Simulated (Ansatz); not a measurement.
An Ansatz (a first-principles code) input (r2SCAN in Ansatz (plane waves to 500 eV, PAW, spin-orbit coupling left out), earlier PAW set):

Ansatz 0.2 input:
```yaml
crystal:
  lattice:
    - [-1.4923727357, 1.4923727357, 1.4923727357]
    - [1.4923727357, -1.4923727357, 1.4923727357]
    - [1.4923727357, 1.4923727357, -1.4923727357]
  atoms:
    - { symbol: V, position: [0, 0, 0] }
basis: { ecutwfc: 500, ecutrho_ratio: 4, xc_grid: 4, fft_grid_basis: typed }
kpoints: { mp_grid: { grid: [22, 22, 22] } }
hamiltonian:
  xc: r2scan
  dispersion: none
  pseudopotentials: { azcp: { folder: ./paw }, kind: paw }
scf: { occupations: { method: fermi_dirac, width: 0.05 }, convergence: { dr2_threshold: 0.0000000001 } }
output: { forces: true, stress: true }
```

**Question.** Which symmetry and how many k-points will the program report, and about how many plane waves at Γ?

**Answer.** Space group Im-3m (ITA 229) with 48 operations, k-points 328 of 10648, and 321 plane waves at Γ.

Stability against distortions was not tested. Seeded moments were not kept for the base. All final runs are without spin polarisation. The cell is V in the bcc (W type) structure (space group Im-3m, No. 229).
